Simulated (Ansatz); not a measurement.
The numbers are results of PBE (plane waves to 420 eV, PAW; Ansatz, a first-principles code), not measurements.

Planar average of the electrostatic potential across the slab, in eV from the Fermi level, for the (110) surface of bcc Ta in its 1x1 cell, outermost plane spacing 2.35 Å in the ideal cut:

(z (Å), V (eV)): (3.79, 4.72); (4.08, 4.72); (4.38, 4.71); (4.67, 4.70); (4.96, 4.69); (5.25, 4.65); (5.54, 4.58); (5.83, 4.44); (6.12, 4.18); (6.42, 3.66); (6.71, 2.67); (7.00, 0.83); (7.29, -2.77); (7.58, -8.61); (7.88, -15.37); (8.17, -19.48); (8.46, -17.55); (8.75, -11.18); (9.04, -5.03); (9.33, -2.14); (9.62, -4.34); (9.92, -10.13); (10.21, -16.73); (10.50, -19.41); (10.79, -15.82); (11.08, -8.99); (11.38, -3.33); (11.67, -1.24); (11.96, -3.77); (12.25, -9.66); (12.54, -16.35); (12.83, -19.34); (13.12, -16.08); (13.42, -9.33); (13.71, -3.56); (14.00, -1.24); (14.29, -3.56); (14.58, -9.33); (14.88, -16.08); (15.17, -19.34); (15.46, -16.35); (15.75, -9.66); (16.04, -3.77); (16.33, -1.24); (16.62, -3.33); (16.92, -8.99); (17.21, -15.82); (17.50, -19.41); (17.79, -16.73); (18.08, -10.13); (18.38, -4.34); (18.67, -2.14); (18.96, -5.03); (19.25, -11.18); (19.54, -17.55); (19.83, -19.48); (20.12, -15.37); (20.42, -8.61); (20.71, -2.77); (21.00, 0.83); (21.29, 2.67); (21.58, 3.66); (21.88, 4.18); (22.17, 4.44); (22.46, 4.58); (22.75, 4.65); (23.04, 4.69); (23.33, 4.70); (23.62, 4.71); (23.92, 4.72); (24.21, 4.72)

Model: 6-atom slab, 11.7 Å thick at the start, 14x14x1 mesh, Fermi-Dirac 0.1 eV, dipole correction, all atoms relaxed; start symmetry kept, larger cells not searched; no spin, no spin-orbit, no U.

The vacuum level lies 4.72 eV above the Fermi level over the top face and 4.72 eV above it under the bottom face.
